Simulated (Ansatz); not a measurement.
Consider KI in the rock salt structure (space group Fm-3m, No. 225; a = 7.182 Å).

Method: DFT with PBE, PAW potentials and a 420 eV plane-wave cutoff in Ansatz (a quantum-chemistry and plane-wave program), spin-orbit coupling left out.

Before the change:

The width of the top valence band is 0.54 eV. The shortest interatomic distance is 3.591 Å and the band gap is 3.86 eV.

The change: a hydrostatic pressure of 0.7 GPa.

Question: How does this affect the width of the top valence band?

Answer: The width of the top valence band grows by 0.07 eV (0.54 eV → 0.61 eV).

Question: Estimate the effect on the shortest interatomic distance.

Answer: The shortest interatomic distance drops by 0.0695 Å (3.591 Å → 3.522 Å).

Question: Estimate the effect on the band gap.

Answer: The band gap increases by 0.13 eV (3.86 eV → 3.99 eV).

With I present, leaving out spin-orbit coupling can change the band edges. Load acts through the strain it causes; cell and atoms are relaxed under it. Whether these cells are dynamically stable was not tested.
